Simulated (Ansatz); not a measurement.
The reference is MoTe₂ in the 2H-MoS2 type structure (space group P6_3/mmc, No. 194; layered, stacked along the Cartesian z axis).

```xyz
6
Lattice="3.5419 0.0000 0.0000 -1.7710 3.0674 0.0000 0.0000 0.0000 14.1820" Properties=species:S:1:pos:R:3 pbc="T T T"
Mo     0.0000     2.0449    10.6365
Mo     1.7710     1.0225     3.5455
Te     0.0000     2.0449     1.7511
Te     1.7710     1.0225     8.8421
Te     1.7710     1.0225    12.4309
Te     0.0000     2.0449     5.3399
```

Method: Ansatz (an electronic-structure program) r2SCAN+rVV10, spin-orbit coupling left out, earlier PAW set.

Before the change:

```
Item                             Value
-----------------------------  -------
Band gap                       0.87 eV
Shortest interatomic distance  2.721 Å
```

Now apply this change: full substitution Te → S, then cell and atoms are relaxed.

Tabulated Pauling electronegativity and covalent radius: Te 2.10, 1.38 Å; S 2.58, 1.05 Å.

**Question.** Estimate the effect on the band gap.

**Answer.** The band gap grows by 0.14 eV (0.87 eV → 1.01 eV).

**Question.** Estimate the effect on the shortest interatomic distance.

**Answer.** The shortest interatomic distance drops by 0.317 Å (2.721 Å → 2.404 Å).

Spin-orbit coupling, missing from the scalar runs, can matter with Te. No phonon test of stability was made.
